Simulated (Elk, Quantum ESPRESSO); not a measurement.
An Elk input for a self-consistent single point of Ba₃Bi₂ (Pm-3m, 5 atoms in the cell) (DFT, LDA (PW92), all-electron FP-LAPW, Elk's shipped species files, default APW+lo basis):

```
tasks
  0

xctype
  3

rgkmax
  7.0

stype
  3

swidth
  0.00183747

avec
   12.2129106599    0.0000000000    0.0000000000
    0.0000000000   12.2129106599    0.0000000000
    0.0000000000    0.0000000000   12.2129106599

atoms
  2   : nspecies
  'Ba.in'   : spfname
  3   : natoms; atposl, bfcmt below
  0.0000000000  0.5000000000  0.5000000000    0.0 0.0 0.0
  0.5000000000  0.0000000000  0.5000000000    0.0 0.0 0.0
  0.5000000000  0.5000000000  0.0000000000    0.0 0.0 0.0
  'Bi.in'   : spfname
  2   : natoms; atposl, bfcmt below
  0.0000000000  0.0000000000  0.0000000000    0.0 0.0 0.0
  0.5000000000  0.5000000000  0.5000000000    0.0 0.0 0.0

ngridk
  5 5 5
```

### Question
Give the Quantum ESPRESSO input for the same structure, mesh, smearing and functional.

### Answer
This is the input that was run; spellings and numerical settings could be chosen otherwise.

```fortran
&control
    calculation = 'scf',
    prefix = 'scf',
    outdir = './tmp/',
    pseudo_dir = './',
    tprnfor = .true.,
    tstress = .true.,
/
&system
    ibrav = 1,
    A = 6.462794000,
    nat = 5,
    ntyp = 2,
    ecutwfc = 70,
    occupations = 'smearing',
    smearing = 'fd',
    degauss = 0.0036749,
/
&electrons
    conv_thr = 1.0d-10,
    mixing_beta = 0.7,
/
ATOMIC_SPECIES
Ba   137.3270  Ba.upf
Bi   208.9804  Bi.upf
ATOMIC_POSITIONS crystal
Ba    0.000000000    0.500000000    0.500000000
Ba    0.500000000    0.000000000    0.500000000
Ba    0.500000000    0.500000000    0.000000000
Bi    0.000000000    0.000000000    0.000000000
Bi    0.500000000    0.500000000    0.500000000
K_POINTS automatic
5 5 5  0 0 0
```

Basis settings and potentials, where a program has them, do not carry over. This input uses DFT, LDA (PW92), plane waves, PseudoDojo standard norm-conserving (LDA) pseudopotentials. LDA parametrisations can differ slightly between programs.

The starting cell comes from a database of computed structures (which also holds hypothetical and non-ambient phases and stackings), without a prior relaxation at this level. Its lattice was rescaled by a random factor within 2.5 % of one.
